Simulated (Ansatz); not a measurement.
Functionals compared on a constructed model of the (100) surface of fcc Pt, a pseudomorphic layer of Mg in the host's stacking (bottom of the slab: a bare face, its two planes held), in Ansatz (plane waves, PAW). The structure was relaxed with PBE; the other rows are single points on it. Cutoff 420 eV (500 eV for r2SCAN).

Model: 7-atom slab, 12.0 Å thick at the start, 13x13x1 mesh, Fermi-Dirac 0.1 eV, dipole correction, 2 atoms held, the rest relaxed; held to the start's symmetry, so lower structures may exist; no spin, no spin-orbit, no U. It is one candidate, not shown to be the stable structure of the face. These notes are the PBE run's.

```
functional  work function of the top face (eV)          rough cost of the single point
----------  ----------------------------------  --------------------------------------
PBE                                       3.83                                       –
RPBE                                      3.77  about 40 core-seconds (a rough figure)
r2SCAN                                       …          around 80 core-seconds (rough)
```

Task: Fill in the missing entries.

Result: 
- r2SCAN, work function of the top face (eV): 3.91

Ansatz is a quantum-chemistry and plane-wave program.
